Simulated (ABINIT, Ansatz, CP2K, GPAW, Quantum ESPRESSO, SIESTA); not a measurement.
**One structure in several programs: Cr₃Ge (Pm-3n, 8 atoms in the cell)**

Self-consistent single point.

```yaml
crystal:
  lattice:
    - [4.54985, 0.00000, 0.00000]
    - [0.00000, 4.54985, 0.00000]
    - [0.00000, 0.00000, 4.54985]
  atoms:
    - { symbol: Cr, position: [0.25000, 0.00000, 0.50000] }
    - { symbol: Cr, position: [0.75000, 0.00000, 0.50000] }
    - { symbol: Cr, position: [0.50000, 0.75000, 0.00000] }
    - { symbol: Cr, position: [0.50000, 0.25000, 0.00000] }
    - { symbol: Cr, position: [0.00000, 0.50000, 0.75000] }
    - { symbol: Cr, position: [0.00000, 0.50000, 0.25000] }
    - { symbol: Ge, position: [0.00000, 0.00000, 0.00000] }
    - { symbol: Ge, position: [0.50000, 0.50000, 0.50000] }
```

All programs got the same cell, k-point mesh and kind of occupations (in Ansatz's words: kpoints.mp_grid.grid = 5 5 5; scf.occupations.method = gaussian; scf.occupations.width = 0.272 eV); potentials, basis and cutoffs are each program's usual ones.

```csv
code,model,pressure (GPa),k-points,cutoff
SIESTA,"GGA PBEsol, numerical atomic orbitals TZP, PseudoDojo PBEsol standard norm-conserving potentials (rewritten from UPF to PSML)",-4.97,63,grid 300 Ry
Quantum ESPRESSO,"PBEsol, PseudoDojo standard norm-conserving (PBESOL) pseudopotentials",-3.11,10,95 Ry
GPAW,"PBEsol, GPAW PAW datasets PBEsol (made by gpaw-setup)",-2.76,10,850 eV
Ansatz,"PBEsol, PAW files made with PBE",-3.40,10,420 eV
ABINIT,"PBEsol, PAW (JTH v2.0 PBE PAW, files made for PBE)",-3.50,10,816 eV
CP2K,"PBEsol, GPW, DZVP-MOLOPT-SR-GTH basis, GTH-PBE potentials (GTH_POTENTIALS)",-1.50,63,grid 600 Ry
```

The spread over the programs that give each value: pressure within 3.47 GPa.

The starting cell comes from a database of computed structures (which also holds hypothetical and non-ambient phases and stackings), without a prior relaxation at this level. Its lattice was rescaled by a random factor within 2.5 % of one. On Ansatz's run: Spin polarisation is off. In the base run, with a pressure of about -3 GPa the cell is away from its equilibrium volume at this level.

### Question
Why do the programs differ, and what cannot be compared?

### Answer
Differences of this kind can come from the potentials, where these differ, and from what each basis and cutoff leave unconverged. The valence holds different numbers of electrons (SIESTA 112, Quantum ESPRESSO 112, GPAW 44, Ansatz (a first-principles code) 112, ABINIT 112, CP2K 92). The zero of total energies and Fermi levels follows the potentials and each program's conventions, so they are not compared here. SIESTA and CP2K use small atom-centred bases, whose incompleteness enters pressures, forces and empty levels differently from a plane-wave cutoff. Ansatz's pressure is given at a fixed set of plane waves, as the other plane-wave codes print theirs; with its correction for the finite basis it is -3.31 GPa. The programs reduce the same mesh by symmetry to different extents, which changes the work and not the result. In the pressure, SIESTA (by 1.72) and CP2K (by 1.75) lie more than 1 GPa from the median of the plane-wave programs.

Left out of this page: Elk and FLEUR (not drawn, or without a comparable value).

Keys are those of Ansatz 0.2.
